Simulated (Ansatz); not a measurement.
System: GaAlP2 (P-4m2, No. 115, 4 atoms in the cell; start mp-1228888). Method: HSE06 in Ansatz (PAW).

Run with plane-wave cutoff 460 eV, 6×6×6 k mesh, Fermi–Dirac smearing 0.01 eV, scalar-relativistic PAW data made under PBE.

Cell (relaxed with PBEsol):

```xyz
4
Lattice="3.8588 0.0000 0.0000 0.0000 3.8588 0.0000 0.0000 0.0000 5.4534" Properties=species:S:1:pos:R:3 pbc="T T T"
Al     1.9294     1.9294     2.7267
Ga     0.0000     0.0000     0.0000
P      0.0000     1.9294     1.3618
P      1.9294     0.0000     4.0916
```

Task: Estimate the band gap and smallest direct gap on the k points sampled that the calculation returns.

Result: 
- band gap: 2.27 eV (indirect)
- smallest direct gap on the k points sampled: 2.33 eV

Note: cell and atoms aren't relaxed at this level (pressure 0.8 GPa).

Spin–orbit coupling is not included.

A start named mp-… is a Materials Project structure, which need not be a measured phase.

Ansatz is an electronic-structure program.
